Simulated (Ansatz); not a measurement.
Consider ZnSnAs2 in the chalcopyrite structure (space group I-42d, No. 122; a = 5.8395 Å, c = 11.7375 Å). Axes: x, y, z lie along a, b, c of the conventional cell.

Level of theory: PBEsol (Ansatz, a program for electronic structure), no spin-orbit coupling.

For the base:

The pressure comes out as 0.0 GPa. The shortest interatomic distance is 2.449 Å.

Modification: the cell is stretched by 0.75 % along z with no lateral relaxation, atoms relaxed at fixed cell.

Task: Estimate the effect on the pressure.

Result: The pressure (mean of the normal stresses, compression positive) goes from zero to -0.5 GPa.

Task: Estimate the effect on the energy relative to the base.

Result: The energy increases by 0.4 meV/atom.

Task: What does the calculation give for the shortest interatomic distance after the change?

Result: The shortest interatomic distance grows by 0.007 Å to 2.456 Å.

The mesh was chosen for an insulator and is coarse for the gapless case. The cells carry an imposed strain or load. Whether these cells are dynamically stable was not tested. The final runs are not spin-polarised.
